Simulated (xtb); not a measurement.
xtb 6.7.1, GFN2-xTB: O=Cc1ccc2cc(-c3sc(-c4ccc5c(c4)oc4cc(F)ccc45)cc3F)ccc2c1, 46 atoms. The geometry is a generated start, not checked to be a minimum at this level.

```yaml
method: GFN2-xTB
"--acc": 1 (default)
"--etemp (K)": 300 (default)
detailed input (--input): "none: ANC optimiser, Lindh (1995) Hessian, microcycle=20, maxdispl=1.0, hlow=0.01 (default)"
basis_functions: 148
valence_electrons: 154
```

The structure is relaxed from this start with --opt LEVEL for the levels crude, sloppy, loose, lax, normal, tight, vtight, extreme, once each. Up to the end of the extreme run atoms move by at most 1.4 Å along an axis.

**Question.** Which level is enough to come within 1 meV of the tightest end point?

**Answer.** tight: 69 cycles against 106, ending 0.48 meV above.

| level | cycles | energy above the extreme run (meV) | gradient norm (eV/Å) |
|---|---|---|---|
| crude | 6 | 69 | 0.49 |
| sloppy | 12 | 38 | 0.25 |
| loose | 17 | 30 | 0.16 |
| lax | 22 | 23 | 0.043 |
| normal | 47 | 2.2 | 0.025 |
| tight | 69 | 0.48 | 0.027 |
| vtight | 79 | 0.32 | 0.0063 |
| extreme | 106 | — | 0.0015 |
